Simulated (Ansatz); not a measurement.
Results of r²SCAN in Ansatz (plane waves, PAW) for BAs (model structure, started from the CdTe type, P6₄22, No. 181, 6 atoms in the cell).

Settings: plane-wave cutoff 560 eV, 18×18×8 k mesh (along the axes of the cell as run), Fermi–Dirac smearing 0.05 eV, scalar-relativistic PAW data made under PBE.

Cell (relaxed at this level):

AsB is taken in the hexagonal space group P6₄22 (No. 181), Pearson symbol hP6. Lattice parameters: a = b = 3.447 Å, c = 7.460 Å, α = β = 90.00°, γ = 120.00°. B on 3c is surrounded by 4 As at 2.125 Å. As on 3d is coordinated by 4 B at 2.125 Å. (Neighbours: up to the widest gap in distance over summed covalent radii, below 1.35, at either atom.)

**Question.** Estimate the band gap and smallest direct gap on the k points sampled that the calculation returns.

**Answer.** 
band gap: 0.67 eV (indirect)
smallest direct gap on the k points sampled: 2.51 eV

Note: the relaxation could raise the start's symmetry but not lower it, so the cell can be a saddle point.

Spin–orbit coupling is not included.

Computed values are for the static lattice.

A model structure was made by putting elements into a prototype or built by hand; it is no filed structure, need not be a known phase, and can be a saddle point held by its symmetry.

Ansatz is an electronic-structure program.
